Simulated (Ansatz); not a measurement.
Worked example: self-consistent single point of LaSb2Au (P4/nmm, 8 atoms in the cell) in Ansatz (a program for electronic structure)

Computed with PBEsol, default PAW files made with PBE (plane waves; Ansatz).

This input was run:

Ansatz 0.2 input:
```yaml
crystal:
  lattice:
    - [4.408807, 0.000000, 0.000000]
    - [0.000000, 4.408807, 0.000000]
    - [0.000000, 0.000000, 10.562187]
  atoms:
    - { symbol: La, position: [0.000000, 0.500000, 0.255710] }
    - { symbol: La, position: [0.500000, 0.000000, 0.744290] }
    - { symbol: Sb, position: [0.000000, 0.000000, 0.500000] }
    - { symbol: Sb, position: [0.500000, 0.500000, 0.500000] }
    - { symbol: Sb, position: [0.000000, 0.500000, 0.833460] }
    - { symbol: Sb, position: [0.500000, 0.000000, 0.166540] }
    - { symbol: Au, position: [0.000000, 0.000000, 0.000000] }
    - { symbol: Au, position: [0.500000, 0.500000, 0.000000] }
basis:
  ecutwfc: 420.0 eV
kpoints:
  mp_grid: { grid: [7, 7, 3] }
hamiltonian:
  xc: pbesol
  pseudopotentials: { kind: paw }
scf:
  occupations: { method: methfessel_paxton, width: 0.1 eV }
output:
  forces: true
  eigenvalues: true
  stress: true
```

Output (repeated stretches shortened):

```
WARN ansatz: RAYON_NUM_THREADS=1 ignored (pool sized by the plan → 1); use --threads N
Pseudopotentials: kind: paw
Pseudopotential: La, paw, valence charge 11
Pseudopotential: Sb, paw, valence charge 15
Pseudopotential: Au, paw, valence charge 19
Crystal: 8 atoms, lattice volume = 205.303 Å³
Basis set: ecut = 420 eV, 4019 PW (Γ), exchange–correlation on 60×60×144 points (8 copies of the dense FFT grid, shifted against one another)
Bands: 72, of which v1, the nominal top of the filled ones, is band 60 counted from 1 (59 counted from 0)
Symmetry: 16 space group operations
Space group: P4/nmm (ITA 129), of the structure as read, at distance tolerance 5.9e-5 Å
k-points: 20 of 147
PAW frozen core: La, regenerated for the run's functional, and the local potential with it
PAW frozen core: Sb, regenerated for the run's functional, and the local potential with it
PAW frozen core: Au, regenerated for the run's functional, and the local potential with it
Initial density: superposition of atomic densities (neutral atoms: chi_scale 0, normalization atom), corrected by the library's trained network
Initial wavefunctions: pseudopotential atomic-orbital guess
Eigensolver: davidson
Functional: x = pbesol(κ = 0.804, μ = 0.12345679012345678), c = pbesol(β = 0.046)
SCF iter   1: F=—  HF=-63975.506126 eV  |F-HF|=—  |Δ(HF+E_count)|=         —  Δρ=4.96e-3  dr2=1.64e-1  ethr=1.77e-3  ⟨swp⟩=6.6  Hψ=5365  notcnv=0
all-band conjugate gradients solve this SCF's bands
preconditioner: auto → Kerker (q_TF=auto, 2.495 Å⁻¹)
SCF iter   2: F=—  HF=-63975.493584 eV  |F-HF|=—  |Δ(HF+E_count)|=   1.25e-2  S|Δr|=    0.00e0  Δρ=2.45e-3  dr2=5.29e-2  ethr=1.37e-4  ⟨swp⟩=2.0  Hψ=2491  notcnv=0
SCF iter   3: F=—  HF=-63975.488385 eV  |F-HF|=—  |Δ(HF+E_count)|=   5.20e-3  S|Δr|=    0.00e0  Δρ=6.57e-4  dr2=8.06e-3  ethr=4.41e-5  ⟨swp⟩=2.0  Hψ=1801  notcnv=0
SCF iter   4: F=—  HF=-63975.487731 eV  |F-HF|=—  |Δ(HF+E_count)|=   6.54e-4  S|Δr|=    0.00e0  Δρ=2.80e-4  dr2=8.49e-4  ethr=6.71e-6  ⟨swp⟩=2.0  Hψ=1718  notcnv=0
SCF iter   5: F=—  HF=-63975.487649 eV  |F-HF|=—  |Δ(HF+E_count)|=   8.14e-5  S|Δr|=    0.00e0  Δρ=1.06e-4  dr2=1.51e-4  ethr=7.07e-7  ⟨swp⟩=2.1  Hψ=1833  notcnv=0
SCF iter   6: F=—  HF=-63975.487648 eV  |F-HF|=—  |Δ(HF+E_count)|=   1.57e-6  S|Δr|=    0.00e0  Δρ=3.13e-5  dr2=8.86e-6  ethr=1.26e-7  ⟨swp⟩=2.0  Hψ=1721  notcnv=0
SCF iter   7: F=—  HF=-63975.487607 eV  |F-HF|=—  |Δ(HF+E_count)|=   4.10e-5  S|Δr|=    0.00e0  Δρ=1.01e-5  dr2=5.54e-7  ethr=7.38e-9  ⟨swp⟩=2.0  Hψ=2281  notcnv=0  defer=25
SCF iter   8: F=-63975.487607 eV  HF=-63975.487607 eV  |F-HF|=3.83e-8  |Δ(HF+E_count)|=   9.15e-8  S|Δr|=    0.00e0  Δρ=3.75e-6  dr2=6.01e-8  ethr=8.33e-11  ⟨swp⟩=12.6  Hψ=8086  notcnv=0
SCF 1 converged in 8 iterations: F = -63975.487607 eV  dr2 = 6.01e-8
SCF converged after 8 iterations
Stability not checked (fill_not_monotonic)
Free energy (F): -63975.487607 eV
Harris-Foulkes:  -63975.487607 eV  (|F-HF|=3.83e-8)
Internal energy: -63975.482622 eV  (E = F + TS)
E sigma→0 (E₀):  -63975.486361 eV
Entropy (-TS):   -0.004984 eV (-0.623 meV/atom)
Fermi energy:    13.170339 eV
--- Per-component energies (eV) ---
  E_band       = -1204.521938
  E_kinetic    = 2428.973228
  E_local      = -13633.595389  (includes V_loc(G=0)·N_el)
  E_nonlocal   = 1808.526324
  E_hartree    = 6134.922721
  E_xc         = -1283.744285
  E_vxc        = -1235.653137  (∫ρ·V_xc dr)
  E_paw        = -47792.685342  (= ΣΔE_a)
  E_vpaw       = -2842.637058  (= ΣTr[D̂ρ^β])
  E_aug_tail   = 0.002765  (compensation charges beyond the density's cutoff)
  E_ewald      = -11640.168048
  E_core_change = 2.285405  (= ΣΔE_core)
  E_smearing   = -0.004984  (= −TS)
  E_closure    = 0.000000  (closes the sum)
  Σ components = -63975.487607   (vs F -63975.487607, Δ=0.00e0)
--- Forces (eV/Å), atoms counted from 1 ---
  atom   1  La     0.00000000     0.00000000    -0.08694207
  atom   2  La    -0.00000000     0.00000000     0.08694207
  atom   3  Sb     0.00000000     0.00000000     0.00000000
  atom   4  Sb    -0.00000000     0.00000000     0.00000000
  atom   5  Sb     0.00000000     0.00000000    -0.21377409
  atom   6  Sb     0.00000000     0.00000000     0.21377409
  atom   7  Au     0.00000000     0.00000000     0.00000000
  atom   8  Au    -0.00000000     0.00000000     0.00000000
  max |Σ_I F_I| component: 5.90e-17 eV/Å
--- Stress (GPa, compression-positive) ---
       -0.320796      -0.000000       0.000000
       -0.000000      -0.320796      -0.000000
        0.000000      -0.000000      -1.181574
  P = ⅓ Tr σ = -0.6077 GPa (-6.077 kbar)
  The stress holds the Pulay correction. Without it, at fixed plane waves, as pw.x and ABINIT print it: P = -0.6390 GPa
--- Band table (eV; the first three rows and the last of 20) ---
  k-point 0: bands = ["-92.5936", "-92.5914", "-44.0368", "-44.0292", "-43.9911", "-43.9911", "-43.9496", "-43.9496", "-19.2630", "-19.2619", "-15.4744", "-15.4504", "-15.4504", "-15.4501", "-15.4501", "-15.4474", "-15.4473", "-15.4309", "-15.4302", [...]
  k-point 1: bands = ["-92.5936", "-92.5914", "-44.0368", "-44.0292", "-43.9911", "-43.9911", "-43.9496", "-43.9496", "-19.2627", "-19.2622", "-15.4744", "-15.4504", "-15.4504", "-15.4502", "-15.4502", "-15.4474", "-15.4473", "-15.4309", "-15.4302", [...]
  k-point 2: bands = ["-92.5935", "-92.5915", "-44.0364", "-44.0296", "-43.9891", "-43.9891", "-43.9518", "-43.9517", "-19.2608", "-19.2598", "-15.4630", "-15.4504", "-15.4503", "-15.4502", "-15.4501", "-15.4474", "-15.4472", "-15.4313", "-15.4306", [...]
  k-point 19: bands = ["-92.5925", "-92.5924", "-44.0331", "-44.0327", "-43.9949", "-43.9929", "-43.9484", "-43.9464", "-19.2444", "-19.2444", "-15.4529", "-15.4528", "-15.4503", "-15.4502", "-15.4460", "-15.4460", "-15.4272", "-15.4271", [...]
```

The run converged in 8 iterations.

The starting cell comes from a database of computed structures (which also holds hypothetical and non-ambient phases and stackings), without a prior relaxation at this level. Its lattice was rescaled by a random factor within 2.5 % of one. Spin-orbit coupling is off. Ansatz's pressure includes its estimate of the finite-basis (Pulay) stress.
